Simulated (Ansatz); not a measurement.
## Carrier properties of PbSe (Fm-3m)

Consider the following.

```
CELL_PARAMETERS angstrom
      0.00000     2.91226     2.91226
      2.91226     0.00000     2.91226
      2.91226     2.91226     0.00000
ATOMIC_POSITIONS crystal
  Pb 0.00000 0.00000 0.00000
  Se 0.50000 0.50000 0.50000
```

Level of theory: PBEsol with spin-orbit coupling, rigid bands (plane waves, PAW; Ansatz, a program for electronic structure). Condition of this run: hydrostatic pressure 10 GPa (the target of the relaxation). Cell: cell and atoms relaxed with PBEsol, then loaded as said.

```
Quantity                                                                                                                                                     Result
---------------------------------------------------------------------------------------------------------------------------------------  --------------------------
band gap                                                                                                                                                    0.42 eV
electron conductivity mass (300 K, dilute)                                                                                                                 0.173 mₑ
hole conductivity mass (300 K, dilute)                                                                                                                     0.117 mₑ
effective density of states N_c (300 K)                                                                                                                 8.6e19 cm⁻³
effective density of states N_v (300 K)                                                                                                                 8.7e19 cm⁻³
density-of-states mass, electrons                                                                                                                            2.3 mₑ
density-of-states mass, holes                                                                                                                                2.3 mₑ
Seebeck coefficient, n-type 1e19 cm⁻³, 300 K                                                                                                              -379 μV/K
best n-type power factor at 300 K for τ = 10 fs (best axis; densities from 1e16 to 1e21 cm⁻³ tried, whether or not they can be reached)  53 μW/(cm·K²) at 1e20 cm⁻³
Seebeck coefficient, p-type 1e19 cm⁻³, 300 K                                                                                                               373 μV/K
best p-type power factor at 300 K for τ = 10 fs (best axis; densities from 1e16 to 1e21 cm⁻³ tried, whether or not they can be reached)  76 μW/(cm·K²) at 1e20 cm⁻³
```

Rigid bands; masses and Seebeck coefficients take one relaxation time τ for all states and one kind of carrier; polarons and phonon drag are left out. With spin-orbit coupling this level can invert the band order at L, and then gap and masses differ in kind from the real crystal's.
